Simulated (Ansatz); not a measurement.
Variants of one calculation on Nb₂CuS₄ (P-3m1, 7 atoms in the cell)

```yaml
crystal:
  lattice:
    - [3.60422, 0.00000, 0.00000]
    - [-1.80211, 3.12135, 0.00000]
    - [0.00000, 0.00000, 12.75524]
  atoms:
    - { symbol: Nb, position: [0.33333, 0.66667, 0.28109] }
    - { symbol: Nb, position: [0.66667, 0.33333, 0.71891] }
    - { symbol: Cu, position: [0.00000, 0.00000, 0.00000] }
    - { symbol: S, position: [0.33333, 0.66667, 0.10163] }
    - { symbol: S, position: [0.66667, 0.33333, 0.89837] }
    - { symbol: S, position: [0.33333, 0.66667, 0.62405] }
    - { symbol: S, position: [0.66667, 0.33333, 0.37595] }
```

Base run A: PBEsol, default PAW files made with PBE in Ansatz (a first-principles code), self-consistent single point.

Its settings: basis.ecutwfc = 30.9 Ry; kpoints.mp_grid.grid = 8 8 2; hamiltonian.xc = pbesol; hamiltonian.pseudopotentials = {kind: paw} (the program's default PAW files); scf.occupations.method = methfessel_paxton; scf.occupations.width = 0.01 Ry.

The starting cell comes from a database of computed structures (which also holds hypothetical and non-ambient phases and stackings), without a prior relaxation at this level. Spin polarisation is off; with an odd number of electrons in the cell that forces a metal, and a magnetic state may lie lower. In the base run, with a pressure of about -4 GPa the cell is away from its equilibrium volume at this level. Ansatz's pressure includes its estimate of the finite-basis (Pulay) stress.

ΔF is the free energy per atom less that of run A. A dash stands where there is no value to compare (another energy zero or no entropy term, no result, no spin, no clean gap, or a mesh too coarse for one). Absolute energies have different zeros for different potentials, functionals, Hubbard and dispersion terms and are not compared across them.

Runs:
- B: parallel starting moments (0 0 1 0 0 0 0 μB); magnetization.spin_polarized: default → true
- C: 2 x 1 x 1 supercell, mesh divided to match; kpoints.mp_grid.grid: 8 8 2 → 4 8 2
- D: kpoints.mp_grid.grid: 8 8 2 → 9 9 2; scf.occupations.width: 0.01 Ry → 0.0073 Ry
- E: kpoints.mp_grid.grid: 8 8 2 → 7 7 2
- F: hamiltonian.xc: pbesol → lda [LDA (PW92)]
- G: scf.convergence.dr2_threshold: default (1e-07 eV) → 0.1 eV
- H: scf.eigensolver.kind: default (the program chose band_cg) → davidson
- I: scf.mixing.algorithm: default (the program chose MSR1) → broyden; scf.mixing.ndim: default → 1
- J: scf.mixing.algorithm: default (the program chose MSR1) → broyden; scf.mixing.beta: default → 1

```json
[
 {"run": "A", "ΔF (meV/atom)": "0.00", "pressure (GPa)": "-4.47", "largest force (eV/Å)": "0.346", "k-points": "20", "valence electrons": "69"},
 {"run": "B", "ΔF (meV/atom)": "0.00", "pressure (GPa)": "-4.47", "largest force (eV/Å)": "0.346", "k-points": "20", "valence electrons": "69"},
 {"run": "C", "ΔF (meV/atom)": "0.00", "pressure (GPa)": "-4.47", "largest force (eV/Å)": "0.346", "k-points": "26", "valence electrons": "138"},
 {"run": "D", "ΔF (meV/atom)": "0.29", "pressure (GPa)": "-4.47", "largest force (eV/Å)": "0.364", "k-points": "24", "valence electrons": "69"},
 {"run": "E", "ΔF (meV/atom)": "0.53", "pressure (GPa)": "-4.46", "largest force (eV/Å)": "0.375", "k-points": "16", "valence electrons": "69"},
 {"run": "F", "ΔF (meV/atom)": "–", "pressure (GPa)": "-6.77", "largest force (eV/Å)": "0.530", "k-points": "20", "valence electrons": "69"},
 {"run": "G", "ΔF (meV/atom)": "3.7", "pressure (GPa)": "-4.66", "largest force (eV/Å)": "0.362", "k-points": "20", "valence electrons": "69"},
 {"run": "H", "ΔF (meV/atom)": "0.00", "pressure (GPa)": "-4.47", "largest force (eV/Å)": "0.346", "k-points": "20", "valence electrons": "69"},
 {"run": "I", "ΔF (meV/atom)": "0.00", "pressure (GPa)": "-4.47", "largest force (eV/Å)": "0.346", "k-points": "20", "valence electrons": "69"},
 {"run": "J", "ΔF (meV/atom)": "0.00", "pressure (GPa)": "-4.47", "largest force (eV/Å)": "0.346", "k-points": "20", "valence electrons": "69"}
]
```

Run F against A: The pressure goes from -4.47 to -6.77 GPa and the largest force goes from 0.346 to 0.530 eV/Å.

Run D against A: The free energy is nearly the same (within 1 meV/atom), the pressure stays at -4.47 GPa and the largest force goes from 0.346 to 0.364 eV/Å.

Keys are those of Ansatz 0.2.
